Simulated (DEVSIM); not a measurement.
Device: Schottky contact on p-type GaAs, at 300 K.

```csv
layer (left to right),material,thickness (μm),Na (cm⁻³),τn (s),τp (s)
1,GaAs,8.20,3.3e15,3.9e-10,3.9e-10
```

Left contact: Schottky, work function 4.614 eV, emission velocity 1.2e7 cm/s. Right contact: ohmic. Voltage is applied to the left contact. Recombination: SRH at mid-gap. Mobility is μmin + (μ − μmin)/(1 + (N/Nref)^α).

Constants are typed, rounded textbook-type inputs, not results; the design itself was drawn at random and stands for no fabricated device. Values at 300 K.

```csv
parameter,GaAs
gap (eV),1.424
affinity (eV),4.07
permittivity,12.9
Nc (cm⁻³),4.7e17
Nv (cm⁻³),9e18
μn (cm²/Vs),8500
μp (cm²/Vs),400
"μn,min",500
"μp,min",20
"Nref,n",6e16
"Nref,p",1.5e17
αn,0.39
αp,0.38
```

Simulated with DEVSIM: 1D drift-diffusion, Boltzmann statistics, complete ionisation; no tunnelling, impact ionisation, image-force lowering or self-heating. Metal contacts follow the ideal Schottky-Mott rule: no Fermi-level pinning, no interface dipoles.

The thickness of layer 1 was swept, all else fixed.

| thickness of layer 1 (μm) | dark forward voltage at 1 A/cm² (V) |
|---|---|
| 1.6 | 0.488 |
| 2.9 | 0.489 |
| 4.9 | 0.490 |
| 8.2 | 0.492 |
| 14 | 0.495 |
| 25 | 0.502 |
| 41 | … |

Fill in the missing entries.


- 41, dark forward voltage at 1 A/cm² (V): 0.512
